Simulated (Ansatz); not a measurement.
Results of PBEsol (Ansatz, a program for electronic structure, PAW) for GePd (model structure, started from the CoSn type, P6/mmm, No. 191, 6 atoms in the cell).

Numerical settings: plane-wave cutoff 520 eV, 12×12×14 k mesh (along the axes of the cell as run), Fermi–Dirac smearing 0.05 eV, scalar-relativistic PAW data made under PBE.

Cell (relaxed at this level):

```cif
data_Ge3Pd3
_chemical_formula_sum 'Pd3 Ge3'
_space_group_name_H-M_alt 'P6/mmm'
_space_group_IT_number 191
_space_group_name_Hall '-P 6 2'
_cell_length_a 5.49552
_cell_length_b 5.49552
_cell_length_c 3.98840
_cell_angle_alpha 90.000
_cell_angle_beta 90.000
_cell_angle_gamma 120.000
loop_
_atom_site_label
_atom_site_type_symbol
_atom_site_symmetry_multiplicity
_atom_site_Wyckoff_symbol
_atom_site_fract_x
_atom_site_fract_y
_atom_site_fract_z
_atom_site_occupancy
Pd1 Pd 3 f 0.00000 0.50000 0.00000 1
Ge1 Ge 1 a 0.00000 0.00000 0.00000 1
Ge2 Ge 2 d 0.33333 0.66667 0.50000 1
```

Q: Predict the bulk modulus B0.

A: 
- bulk modulus B0: 130 GPa

The run finds no gap.

Note: the bulk modulus is −V dP/dV from two relaxed cells at ±2 % in volume; the relaxation could raise the start's symmetry but not lower it, so the cell can be a saddle point.

Static lattice: no zero-point or thermal effects.

The result took around 5 core-minutes (rough).

A model structure was made by putting elements into a prototype or built by hand; it is no filed structure, need not be a known phase, and can be a saddle point held by its symmetry.
